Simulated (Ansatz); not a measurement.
# Quick settings and what they miss: TaGe2 (P6_222, 9 atoms in the cell)

Self-consistent single point.

```
CELL_PARAMETERS angstrom
      4.89274     0.00000     0.00000
     -2.44637     4.23723     0.00000
      0.00000     0.00000     6.63038
ATOMIC_POSITIONS crystal
  Ta 0.50000 0.00000 0.50000
  Ta 0.50000 0.50000 0.83333
  Ta 0.00000 0.50000 0.16667
  Ge 0.16378 0.32757 0.50000
  Ge 0.83622 0.16378 0.83333
  Ge 0.67243 0.83622 0.16667
  Ge 0.83622 0.67243 0.50000
  Ge 0.16378 0.83622 0.83333
  Ge 0.32757 0.16378 0.16667
```

Computed with LDA (PW92), PAW files made with PBE (plane waves; Ansatz, an electronic-structure program).

Base settings: basis.ecutwfc = 420 eV; kpoints.mp_grid.grid = 8 8 5; hamiltonian.xc = lda; hamiltonian.pseudopotentials = {kind: paw} (the program's default PAW files); scf.occupations.method = cold; scf.occupations.width = 0.272 eV.

Tight run (finer mesh or higher cutoff; not a proven limit): basis.ecutwfc: 420 eV → 590 eV; kpoints.mp_grid.grid: 8 8 5 → 11 11 7; scf.convergence.dr2_threshold: default (1e-07 eV) → 1e-09 eV. It gave Fermi level (on the code's own zero) 17.03 eV; pressure 2.40 GPa; largest force (vector length) 0.018 eV/Å.

Quick runs, as changes from the base:
- A: the base itself
- B: basis.ecutwfc: 420 eV → 250 eV; kpoints.mp_grid.grid: 8 8 5 → 6 6 6; hamiltonian.xc: lda → pbesol; scf.occupations.method: cold → gaussian; scf.occupations.width: 0.272 eV → 0.5 eV [PBEsol]
- C: basis.ecutwfc: 420 eV → 250 eV; kpoints.mp_grid.grid: 8 8 5 → 1 1 1; scf.occupations.method: cold → methfessel_paxton; scf.occupations.width: 0.272 eV → 0.136 eV
- D: basis.ecutwfc: 420 eV → 295 eV; kpoints.mp_grid.grid: 8 8 5 → 4 4 4; scf.convergence.dr2_threshold: default (1e-07 eV) → 0.001 eV

Energies are extrapolated to zero smearing width, which holds to low order in the width alone.

Dashes: energy of B, another energy zero.

† marks runs with another functional, U, potentials or spin treatment: their distance from the tight run is not a convergence error alone.

The count of work is k-points × plane waves × bands × iterations; it is no time. 

Pressures in the table are Ansatz's without its Pulay estimate, at a fixed set of plane waves; the tight run's value above holds the estimate.

The starting cell comes from a database of computed structures (which also holds hypothetical and non-ambient phases and stackings), without a prior relaxation at this level. Its lattice was rescaled by a random factor within 2.5 % of one. Spin polarisation is off.

| run | energy less tight (meV/atom) | pressure less tight (GPa) | largest miss in a force vector (eV/Å) | count of work / tight |
|---|---|---|---|---|
| A | -0.5 | -0.05 | 0.002 | 0.25 |
| B† | – | -30.70 | 0.008 | 0.11 |
| C | -5.8 | -37.99 | 0.254 | 0.0034 |
| D | 61.2 | -5.65 | 0.028 | 0.044 |

Among the runs at the tight run's level, the energy misses run from 0.5 to 61.2 meV/atom.

Left out of this page: 2 runs of the series unsound by tests on forces, stress, charge or solver warnings.

Keys are those of Ansatz 0.2.
